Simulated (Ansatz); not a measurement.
We consider Pb (P6₃/mmc, No. 194, 4 atoms in the cell; start mp-1186444; another form than the element's usual one), described by LDA (plane waves, PAW; Ansatz, a program for electronic structure).

Numerical settings: plane-wave cutoff 520 eV, 18×18×6 k mesh (along the axes of the cell as run), Fermi–Dirac smearing 0.05 eV, scalar-relativistic PAW data made under PBE.

Cell (relaxed at this level):

```cif
data_Pb4
_chemical_formula_sum 'Pb4'
_space_group_name_H-M_alt 'P 1'
_space_group_IT_number 1
_cell_length_a 3.43065
_cell_length_b 3.43065
_cell_length_c 11.39138
_cell_angle_alpha 90.000
_cell_angle_beta 90.000
_cell_angle_gamma 120.000
loop_
_space_group_symop_operation_xyz
  'x, y, z'
loop_
_atom_site_label
_atom_site_type_symbol
_atom_site_fract_x
_atom_site_fract_y
_atom_site_fract_z
_atom_site_occupancy
Pb1 Pb 0.00000 0.00000 0.00000 1
Pb2 Pb 0.00000 0.00000 0.50000 1
Pb3 Pb 0.33333 0.66667 0.25000 1
Pb4 Pb 0.66667 0.33333 0.75000 1
```

Q: Predict the bulk modulus B0.

A: 
- bulk modulus B0 = 52.3 GPa

The run finds no gap.

Note: the bulk modulus is −V dP/dV from two relaxed cells at ±2 % in volume; the relaxation could not lower the start's symmetry, so the cell can be a saddle point above a distorted one.

Spin–orbit coupling is not included; it can shift volumes and moduli of such heavy elements.

The result took about 80 core-seconds (a rough figure).

A start named mp-… is a Materials Project structure, which need not be a measured phase.
